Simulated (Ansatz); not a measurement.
The parent structure is PtSe$_{2}$ in the CdI2 type structure (space group P-3m1, No. 164; a = 3.772 Å, c = 4.821 Å; layered; relaxed with 0.1 eV smearing).

All numbers come from Ansatz (a program for electronic structure), PBE-D3(BJ), PAW, cutoff 420 eV, scalar-relativistic without spin-orbit coupling.

Strains are applied to the cell and any free atomic positions relax.

One change was made to it. Results:

The energy goes up by 17 meV/atom; the largest internal atomic displacement amounts to 0.052 Å; the pressure (mean of the normal stresses, compression positive) goes from zero to -4.1 GPa.

Task: Name the change that was made.
A) isotropic strain −2.50 %
B) isotropic strain −2.00 %
C) isotropic strain +1.00 %
D) isotropic strain +2.00 %
E) isotropic strain −1.50 %

Result: D, isotropic strain +2.00 %. For comparison, the energy relative to the base in the other runs: isotropic strain −2.00 % gives +20 meV/atom; isotropic strain −2.50 % gives +32 meV/atom; isotropic strain +1.00 % gives +4.4 meV/atom; isotropic strain −1.50 % gives +11 meV/atom.

Stability against distortions was not tested. The final runs are not spin-polarised.
